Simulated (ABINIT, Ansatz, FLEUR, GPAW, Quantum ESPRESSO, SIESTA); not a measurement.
# One structure in several programs: ZnIr (P-6m2, 2 atoms in the cell)

Self-consistent single point, at a second geometry (lattice scaled by 0.98). First geometry:

```
ZnIr
1.0
    2.77718     0.00000     0.00000
   -1.38859     2.40511     0.00000
    0.00000     0.00000     4.16386
Zn Ir
1 1
Direct
  0.66667   0.33333   0.50000
  0.00000   0.00000   0.00000
```

Shared settings, as Ansatz (a program for electronic structure) writes them: kpoints.mp_grid.grid = 18 18 11; scf.occupations.method = fermi_dirac; scf.occupations.width = 0.1 eV. Potentials and cutoffs stand in the table.

| code | model | ΔF from the first geometry (meV/atom) | pressure (GPa) | cutoff |
|---|---|---|---|---|
| ABINIT | LDA (PW92), PAW (JTH v2.0 LDA PAW) | -12.7 | 5.35 | 30 Ha |
| SIESTA | LDA PW92, numerical atomic orbitals DZP, PseudoDojo LDA standard norm-conserving potentials (rewritten from UPF to PSML) | -10.5 | 5.84 | grid 400 Ry |
| GPAW | LDA (Perdew-Wang 92), GPAW PAW datasets LDA (gpaw-data 1.0.1) | -16.5 | 4.43 | 800 eV |
| FLEUR | LDA (Perdew-Zunger), all-electron FLAPW (FLEUR), scalar-relativistic valence | -8.0 | – | Kmax 4.4 1/bohr |
| Quantum ESPRESSO | LDA (PZ), PSlibrary ultrasoft (LDA) pseudopotentials | -4.5 | 6.09 | 50 Ry |
| Ansatz | LDA (PW92), PAW files made with PBE | -11.0 | 5.65 | 420 eV |

For Quantum ESPRESSO (by 1.2 GPa) the energy change implies a higher mean pressure, against the two pressures, than for the other programs: a sign of finite-basis (Pulay) stress.

A dash marks a value that a program does not give, or that is left out as unsure.

On Ansatz's run: spin-orbit coupling is off. Spin polarisation is off.

The spread over the programs that give each value: ΔF from the first geometry within 12.0 meV/atom; pressure within 1.66 GPa.

SIESTA uses small atom-centred bases, whose incompleteness enters pressures, forces and empty levels differently from a plane-wave cutoff. FLEUR treats all electrons, but the usual bases taken here (sphere radii, linearisation, local orbitals, empty states) were not tested for convergence, so the values are no reference for the others. Ansatz's pressure is given at a fixed set of plane waves, as the other plane-wave codes print theirs; with its correction for the finite basis it is 5.72 GPa. The same LDA comes in different parametrisations, which differ slightly. In the pressure, GPAW (by 1.07) lies more than 1 GPa from the median of the plane-wave programs.

The starting cell comes from a database of computed structures (which also holds hypothetical and non-ambient phases and stackings), without a prior relaxation at this level. For this run, on top of that: lattice scaled by 0.98.

Keys are those of Ansatz 0.2.
